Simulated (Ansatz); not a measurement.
Given:

End structure of a constructed model of the (110) surface of bcc Nb, a pseudomorphic layer of Al in the host's stacking (bottom of the slab: a bare face, its two planes held):

```xyz
7
Lattice="2.8673 0.0000 0.0000 -0.9558 2.7033 0.0000 0.0000 0.0000 30.5000" Properties=species:S:1:pos:R:3 pbc="T T T"
Nb     0.9558     1.3517     8.1642
Nb     0.0000     0.0000    10.5053
Nb     0.9558     1.3517    12.8436
Nb     0.0000     0.0000    15.1894
Nb     0.9558     1.3517    17.5258
Nb     0.0000     0.0000    19.8413
Al     0.9558     1.3517    22.0900
```

Set-up: 7 atoms, 14.2 Å thick at the start; mesh 14x14x1; 0.1 eV smearing; dipole correction on; single point; on the structure that PBE left under its start's symmetry; no spin, no spin-orbit, no U. It is one candidate, not shown to be the stable structure of the face.

**Question.** Predict the work function of the top face from Ansatz (an electronic-structure program) with r2SCAN, at the PBE geometry.

**Answer.** 4.30 eV
